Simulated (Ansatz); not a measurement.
The reference is Hf in the hcp (Mg type) structure (space group P6_3/mmc, No. 194).

```cif
data_Hf2
_chemical_formula_sum 'Hf2'
_space_group_name_H-M_alt 'P 1'
_space_group_IT_number 1
_cell_length_a 3.15907
_cell_length_b 3.15907
_cell_length_c 4.99994
_cell_angle_alpha 90.000
_cell_angle_beta 90.000
_cell_angle_gamma 120.000
loop_
_space_group_symop_operation_xyz
  'x, y, z'
loop_
_atom_site_label
_atom_site_type_symbol
_atom_site_fract_x
_atom_site_fract_y
_atom_site_fract_z
_atom_site_occupancy
Hf1 Hf 0.66667 0.33333 0.75000 1
Hf2 Hf 0.33333 0.66667 0.25000 1
```

Method: PBEsol/PAW in Ansatz (a first-principles code), spin-orbit coupling left out.

Before the change:

| Property | Value |
|---|---|
| Volume per atom | 21.61 Å³ |

Now apply this change: a hydrostatic pressure of 4.5 GPa.

How does this affect the volume per atom?

The volume per atom drops by 0.79 Å³, from 21.61 Å³ to 20.82 Å³.

Load acts through the strain it causes; cell and atoms are relaxed under it. No phonon test of stability was made. The final runs are not spin-polarised.
